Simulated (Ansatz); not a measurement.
Base system: HfSi$_{2}$ (space group Cmcm, No. 63; a = 3.650 Å, b = 14.350 Å, c = 3.635 Å). Axes: x, y, z lie along a, b, c of the conventional cell.

All numbers come from Kohn–Sham DFT with the PBEsol functional, run in Ansatz (an electronic-structure program) with PAW and 420 eV plane waves, no spin-orbit coupling.

Now apply this change: the symmetric strain tensor [0.0011 0.0077 -0.0056; 0.0077 0.0239 0.0026; -0.0056 0.0026 -0.0139]; the atoms relax in the strained cell.

**Question.** What does the calculation give for the largest internal atomic displacement after the change?

**Answer.** The largest internal atomic displacement comes out as 0.017 Å.

**Question.** What does the calculation give for the energy relative to the base after the change?

**Answer.** The energy goes up by 8.0 meV/atom.

Without a gap, meshes like the base's 13×13×13 leave anisotropic stresses uncertain by several tenths of a GPa, and small strain energies with them. No phonon test of stability was made. All final runs are without spin polarisation.
